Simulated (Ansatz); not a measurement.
# MgO under a change: isotropic strain −4.39 %

Take MgO in the wurtzite structure (space group P6_3mc, No. 186; a = 3.303 Å, c = 5.021 Å; a cell from a computed database, its experimental status unchecked) as the base.

One thing is altered: an isotropic linear strain of −4.39 %; the atoms relax in the strained cell.

Calculations: DFT with PBEsol, PAW potentials and a 420 eV plane-wave cutoff in Ansatz (a program for electronic structure), no spin-orbit coupling. k-mesh 11×11×7 (Γ-centred); smearing 0.05 eV (Fermi–Dirac).

| quantity | base | changed | shift |
|---|---|---|---|
| volume per atom | 11.86 Å³ | 10.36 Å³ | -1.494 Å³ |
| space group | P6_3mc (No. 186) | P6_3mc (No. 186) | – |
| shortest interatomic distance | 1.976 Å | 1.885 Å | -0.0902 Å |
| energy relative to the base (free energy F) | 0 meV/atom | +88 meV/atom | +88 meV/atom |
| pressure (mean of the normal stresses, compression positive) | 0.00 GPa | 21.22 GPa | +21.213 GPa |
| band gap | 3.36 eV | 4.11 eV | +0.75 eV |
| gap character | direct at Γ | direct at Γ | – |
| electron mass | 0.34 mₑ (at Γ) | 0.36 mₑ (at Γ) | – |
| valence-band top at Γ (three highest levels, from the VBM) | 0.00, -0.40, -0.40 eV | 0.00, -0.48, -0.48 eV | – |

Effective masses come from finite differences of ±0.01 Å⁻¹. Whether these cells are dynamically stable was not tested. This is not the structure that MgO has at room temperature and ambient pressure.
